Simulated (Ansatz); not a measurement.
The parent structure is BiB in the zinc blende structure (space group F-43m, No. 216; a = 5.456 Å; a hypothetical phase, not in the database extracts checked).

It is then changed as follows: a hydrostatic pressure of 100 GPa.

Levels (all Ansatz, a first-principles code, PAW): PBEsol (420 eV, no spin-orbit coupling); r2SCAN (500 eV, spin-orbit coupling left out).

The geometry is relaxed with PBEsol.

* **PBEsol electron mass**: 1.4 mₑ along k, 0.21 mₑ across (off the special points)
* **PBEsol band gap**: 0.36 eV
* **PBEsol width of the top valence band**: 7.04 eV

With r2SCAN at the same geometry, the electron mass becomes 1.3 mₑ along k, 0.21 mₑ across (off the special points) (PBEsol: 1.4 mₑ along k, 0.21 mₑ across (off the special points)); the band gap grows by 0.23 eV to 0.59 eV; the width of the top valence band grows by 0.26 eV, from 7.04 eV to 7.30 eV.

Single points use the geometry relaxed with PBEsol. Their cutoffs differ, which shifts pressures a little. With Bi present, leaving out spin-orbit coupling can change the band edges. Load acts through the strain it causes; cell and atoms are relaxed under it. Effective masses come from finite differences of ±0.01 Å⁻¹. Along k means along the line from Γ to the band edge. Stability against distortions was not tested. No other phases were tried under pressure.
